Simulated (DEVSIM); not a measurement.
System: Al0.1Ga0.9As/GaAs p-n heterojunction, at 350 K.

```csv
layer (left to right),material,thickness (μm),Nd (cm⁻³),Na (cm⁻³),τn (s),τp (s)
1,Al0.1Ga0.9As,0.720,-,1.4e16,1.8e-8,1.8e-8
2,GaAs,3.30,2.3e15,-,1.8e-8,1.8e-8
```

Left contact: ohmic. Right contact: ohmic. Voltage is applied to the left contact. Recombination: SRH at mid-gap. Mobility is μmin + (μ − μmin)/(1 + (N/Nref)^α).

The device is made up for the run: typed textbook-type constants, with dimensions and the other settings drawn at random. Values at 300 K; Nc and Nv go as T^1.5, mobilities as T to minus their exponent, the gap by Varshni's rule with the affinity fixed. The table also holds parameters that only a changed run uses.

```tsv
parameter	Al0.1Ga0.9As	GaAs
gap (eV)	1.5487	1.424
affinity (eV)	3.991	4.07
permittivity	12.62	12.9
Nc (cm⁻³)	5.17e17	4.7e17
Nv (cm⁻³)	9e18	9e18
μn (cm²/Vs)	6520	8500
μp (cm²/Vs)	317	400
μn,min	500	500
μp,min	20	20
Nref,n	6e16	6e16
Nref,p	1.5e17	1.5e17
αn	0.39	0.39
αp	0.38	0.38
T exponent of μn	2.1	2.1
T exponent of μp	2.2	2.2
Cn (cm⁶/s)	1e-30	1e-30
Cp (cm⁶/s)	1e-30	1e-30
Varshni α (eV/K)	0.000541	0.000541
Varshni β (K)	204	204
```

Simulated with DEVSIM: 1D drift-diffusion, Boltzmann statistics, complete ionisation; no tunnelling, impact ionisation, image-force lowering or self-heating. Band offsets follow the typed affinities; no thermionic-emission limit at abrupt steps, no polarisation charge.

Base results: dark forward voltage at 1 A/cm² (V) 0.902; dark forward voltage at 100 A/cm² (V) 1.085.

Problem. What follows from this one change: minority lifetime in layer 2 1.8e-08 → 1.8e-09 s?

Solution. dark forward voltage at 1 A/cm² 0.902 → 0.882 V; dark forward voltage at 100 A/cm² little changed (1.084 V).

Problem. What follows from this one change: thickness of layer 2 3.3 → 9.9 μm?

Solution. dark forward voltage at 1 A/cm² 0.902 → 0.912 V; dark forward voltage at 100 A/cm² 1.085 → 1.108 V.

Problem. What follows from this one change: thickness of layer 1 0.72 → 1.2 μm?

Solution. dark forward voltage at 1 A/cm² little changed (0.904 V); dark forward voltage at 100 A/cm² 1.085 → 1.100 V.

Problem. What follows from this one change: constant mobility in place of the doping-dependent one?

Solution. dark forward voltage at 1 A/cm² 0.902 → 0.896 V; dark forward voltage at 100 A/cm² 1.085 → 1.073 V.
